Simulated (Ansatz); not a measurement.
We consider PtBi (P6₃/mmc, No. 194, 4 atoms in the cell; start mp-1066078), described by PBEsol (Ansatz, an electronic-structure program, plane waves, PAW).

Settings: plane-wave cutoff 520 eV, 18×18×10 k mesh (along the axes of the cell as run), Fermi–Dirac smearing 0.05 eV, scalar-relativistic PAW data made under PBE.

Cell (relaxed at this level):

Space group P6₃/mmc (No. 194); a = 4.359 Å, b = 4.359 Å, c = 5.495 Å, α = 90.00°, β = 90.00°, γ = 120.00°

| atom | site | symmetry | x | y | z |
|---|---|---|---|---|---|
| Bi | 2c | -6m2 | 0.3333 | 0.6667 | 0.2500 |
| Pt | 2a | -3m. | 0.0000 | 0.0000 | 0.0000 |

### Question
Give the computed bulk modulus B0.

### Answer

- bulk modulus B0 = 122 GPa

The run finds no gap.

Note: the bulk modulus is −V dP/dV from two relaxed cells at ±2 % in volume; the relaxation could not lower the start's symmetry, so the cell can be a saddle point above a distorted one.

Spin–orbit coupling is not included; it can shift volumes and moduli of such heavy elements.

Computed values are for the static lattice.

Cost on a shared machine: roughly 5 core-minutes.

A start named mp-… is a Materials Project structure, which need not be a measured phase.
